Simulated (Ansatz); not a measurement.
Base system: ZrO$_{2}$ in the fluorite structure (space group Fm-3m, No. 225; a = 5.089 Å).

Levels (all Ansatz, a program for electronic structure, PAW): r2SCAN (500 eV, no SOC); HSE06+SOC (420 eV, noncollinear with spin-orbit coupling).

The geometry is relaxed with r2SCAN.

| Property | Result |
|---|---|
| r2SCAN band gap | 3.89 eV |

Question: Predict the band gap from HSE06+SOC.

Answer: The band gap rises by 1.095 eV, from 3.89 eV to 4.98 eV.

Single points use the geometry relaxed with r2SCAN. HSE06 gaps are upper bounds (no full band path). The spin-orbit shifts are approximate. Whether these cells are dynamically stable was not tested. This is not the structure that ZrO2 has at room temperature and ambient pressure.
